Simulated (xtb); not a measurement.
xtb 6.7.1, GFN2-xTB: Co(SH)(k2OAc)(tmeda) (CC1[O][Co]2([SH])(<-[O]=1)<-[N](C)(C)CC[N]->2(C)C), charge 0, multiplicity 4, 34 atoms. The geometry is a generated start, not checked to be a minimum at this level.

```json
{
 "method": "GFN2-xTB",
 "--acc": "1 (default)",
 "--etemp (K)": "300 (default)",
 "detailed input (--input)": "none: ANC optimiser, Lindh (1995) Hessian, microcycle=20, maxdispl=1.0, hlow=0.01 (default)",
 "basis_functions": "88",
 "valence_electrons": "89"
}
```

Charge 0 and multiplicity 4 are set for this test and not shown to be the ground state. GFN-xTB has no spin term: --uhf 3 sets the occupations alone.

The structure is relaxed from this start with --opt LEVEL for the levels crude, sloppy, loose, lax, normal, tight, vtight, extreme, once each. Up to the end of the extreme run atoms move by at most 0.91 Å along an axis.

**Question.** Which level is enough to come within 1 meV of the tightest end point?

**Answer.** vtight: 72 cycles against 92, ending 0.045 meV above.

| level | cycles | energy above the extreme run (meV) | gradient norm (eV/Å) |
|---|---|---|---|
| crude | 1 | 13 | 0.19 |
| sloppy | 1 | 13 | 0.19 |
| loose | 1 | 13 | 0.19 |
| lax | 4 | 11 | 0.11 |
| normal | 17 | 2.1 | 0.021 |
| tight | 22 | 1.8 | 0.0095 |
| vtight | 72 | 0.045 | 0.0040 |
| extreme | 92 | — | 0.0020 |
